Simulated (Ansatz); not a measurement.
# CH3 on the 1x1 (111) surface of fcc Rh, one in a 2x2 cell, started at the site 'hollow Rh-Rh-Rh over Rh at depth 4.4 Å'

All values below come from PBE (plane waves to 420 eV, PAW; Ansatz, a quantum-chemistry and plane-wave program).

Slab: 20 atoms, 6.5 Å thick at the start under the adsorbate (thin: gaps and levels are the slab's own); k 6x6x1, smearing 0.1 eV, dipole-corrected; 8 atoms held, the rest relaxed; symmetry of the start imposed; no spin, no spin-orbit, no U, no dispersion correction. At the end it is bonded to 3 Rh. In PBE it is, or lies within 0.03 eV of, the lowest of the starts that converged.

```
Item                                                                                                                                                               Value
--------------------------------------------------------------------------------------  --------------------------------------------------------------------------------
adsorption energy against CH4(g) − ½ H2(g)                                                                                                                       0.66 eV
work function of the top face                                                                                                                                    3.89 eV
change of the work function                                                                                                                                     -1.26 eV
change of the step from the bottom to the top vacuum level, against the clean slab                                                                              -1.26 eV
energy released by relaxation                                                                                                                                    0.36 eV
height of the binding atom over the mean of the host atoms within 0.3 Å of the top one                                                                           1.660 Å
nearest host atoms of the binding atom                                                                                          Rh at 2.28 Å, Rh at 2.28 Å, Rh at 2.28 Å
largest move of a host atom                                                                                                                                       0.05 Å
caution                                                                                 the clean host was not checked against rearrangement in a larger or rattled cell
cost                                                                                                                                       around 4 core-minutes (rough)
```

A negative adsorption energy means that the adsorbate is more stable on the surface than in its reference.
